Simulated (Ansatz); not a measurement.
Base system: BAs (space group P6_422, No. 181; a hypothetical phase, not in the database extracts checked).

```cif
data_As3B3
_chemical_formula_sum 'B3 As3'
_space_group_name_H-M_alt 'P6422'
_space_group_IT_number 181
_space_group_name_Hall 'P 64 2 (0 0 2)'
_cell_length_a 3.42904
_cell_length_b 3.42904
_cell_length_c 7.40310
_cell_angle_alpha 90.000
_cell_angle_beta 90.000
_cell_angle_gamma 120.000
loop_
_atom_site_label
_atom_site_type_symbol
_atom_site_symmetry_multiplicity
_atom_site_Wyckoff_symbol
_atom_site_fract_x
_atom_site_fract_y
_atom_site_fract_z
_atom_site_occupancy
B1 B 3 c 0.50000 0.00000 0.00000 1
As1 As 3 d 0.50000 0.00000 0.50000 1
```

Method: Kohn–Sham DFT with the PBEsol functional, run in Ansatz (a program for electronic structure) with PAW and 420 eV plane waves, scalar-relativistic without spin-orbit coupling.

For the base:

- Gap between the host's bands = 0.31 eV
- Gap character = indirect, Γ → M

The change: hole doping at 2.0×10^22 cm⁻³ (1.51 per cell), with a uniform compensating background at fixed cell and a 300 K Fermi–Dirac width.

### Question
What does the calculation give for the Fermi level from band edge after the change?

### Answer
The Fermi level relative to the doped band's edge (positive inside the band; to 0.05 eV) comes out as +1.90 eV.

### Question
How does this affect the gap between the host's bands?

### Answer
The gap between the host's bands increases by 0.20 eV, from 0.31 eV to 0.51 eV.

### Question
Estimate the effect on the gap character.

### Answer
The gap character remains indirect, Γ → M.

Charged cell with a jellium background: band edges are those of the host's band count, energies are not comparable with the neutral cell, and many-body gap narrowing is missing. Stability against distortions was not tested. The base started in P3_121 and relaxed to P6_422 at this level.
